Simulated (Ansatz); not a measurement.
The parent structure is CdSe in the wurtzite structure (space group P6_3mc, No. 186; a = 4.2475 Å, c = 6.9410 Å). Axes: x lies along a and z along c of the hexagonal cell.

Calculations: LDA in Ansatz (plane waves to 420 eV, PAW, scalar-relativistic without spin-orbit coupling).

Modification: the cell is stretched by 0.60 % along x with no lateral relaxation, atoms relaxed at fixed cell.

Problem. Predict the stress tensor and what it implies for the stiffness.

Solution. Stress of the strained cell less that of the base (GPa, compression positive):
```
  -0.48    0.00    0.00
   0.00   -0.31    0.00
   0.00    0.00   -0.24
```

Then −Δσ_ii/ε with ε = 0.0060 gives relaxed-ion elastic constants: C11 ≈ 79 GPa and C12 ≈ 51 GPa.

Stability against distortions was not tested.

Ansatz is an electronic-structure program.
